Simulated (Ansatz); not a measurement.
The parent structure is PbTe in the rock salt structure (space group Fm-3m, No. 225; a = 6.534 Å). Axes: x, y, z lie along the cube axes.

Computed with Ansatz (a quantum-chemistry and plane-wave program), r2SCAN, PAW, cutoff 500 eV, spin-orbit coupling left out.

The change: tensile biaxial strain of 0.50 % in the plane normal to [001], as in epitaxy on a mismatched substrate; the out-of-plane cell vector and the atoms relax.

### Question
How does this affect the out-of-plane strain, energy relative to the base and in-plane stress?

### Answer
The out-of-plane strain is -0.05 %; the energy grows by 0.6 meV/atom; the mean in-plane stress (compression positive) amounts to -0.6 GPa.

Whether these cells are dynamically stable was not tested.
